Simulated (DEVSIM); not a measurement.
Device: abrupt Ge p-n junction, at 350 K.

Layer 1 from the left is Ge, thickness (μm) 30.0, Na (cm⁻³) 8.3e16, τn (s) 9.2e-7, τp (s) 9.2e-7. Layer 2 from the left is Ge, thickness (μm) 45.0, Nd (cm⁻³) 1.5e16, τn (s) 9.2e-7, τp (s) 9.2e-7.

Left contact: ohmic. Right contact: ohmic. Voltage is applied to the left contact. Recombination: SRH at mid-gap, radiative, Auger. Mobility is constant in doping.

This is a model device: material constants are rounded textbook-type values typed into the input, and sizes, dopings and lifetimes were drawn at random. Values at 300 K; Nc and Nv go as T^1.5, mobilities as T to minus their exponent, the gap by Varshni's rule with the affinity fixed.

Ge: gap (eV) 0.664, affinity (eV) 4, permittivity 16, Nc (cm⁻³) 1.04e19, Nv (cm⁻³) 6e18, μn (cm²/Vs) 3900, μp (cm²/Vs) 1900, T exponent of μn 1.66, T exponent of μp 2.33, B (cm³/s) 6.4e-14, Cn (cm⁶/s) 1e-31, Cp (cm⁶/s) 1e-31, Varshni α (eV/K) 0.000477, Varshni β (K) 235.

Simulated with DEVSIM: 1D drift-diffusion, Boltzmann statistics, complete ionisation; no tunnelling, impact ionisation, image-force lowering or self-heating.

Dark forward current:

| |V| (V) | |J| (A/cm²) |
|---|---|
| 0.05 | 0.03836 |
| 0.10 | 0.2381 |
| 0.15 | 1.259 |
| 0.20 | 6.066 |
| 0.25 | 24.28 |
| 0.30 | 74.27 |
| 0.35 | 174.8 |
| 0.40 | 336.2 |
| 0.45 | 562.4 |
| 0.50 | 854.3 |
| 0.55 | 1212 |
| 0.60 | 1636 |
| 0.65 | 2127 |

Task: Work out the local ideality factor n = ΔV / (kT/q · ln(J2/J1)) between the rows 0.15 and 0.20 V, 0.60 and 0.65 V.

Result: kT/q = 30.16 mV. From 0.15 to 0.20 V: ln(6.066/1.259) = 1.572, n = 1.05, near the 1 of diffusion or emission over a barrier. From 0.60 to 0.65 V: ln(2127/1636) = 0.262, n = 6.32.

Task: Estimate the current at 0.15 V from the Shockley equation with J0 = Σ q ni² D/(N L) coth(W/L), τ joining the SRH, radiative and Auger lifetimes that are on, and W taken as the whole layer.

Result: ni² = 5.22e28 cm⁻⁶; electrons in the p layer: μ = 3020 cm²/Vs, D = 91.1 cm²/s, τ = 9.15e-7 s, L = 91.3 μm, W/L = 0.33, term 0.00317 A/cm²; holes in the n layer: μ = 1330 cm²/Vs, D = 40.0 cm²/s, τ = 9.19e-7 s, L = 60.6 μm, W/L = 0.74, term 0.00583 A/cm². J0 = 0.00900 A/cm², and J = J0 exp(qV/kT) = 1.30 A/cm². The simulation gives 1.26 A/cm²; the estimate lies 3.3 % above. The estimate leaves out recombination in the depletion region and that region's share of W.
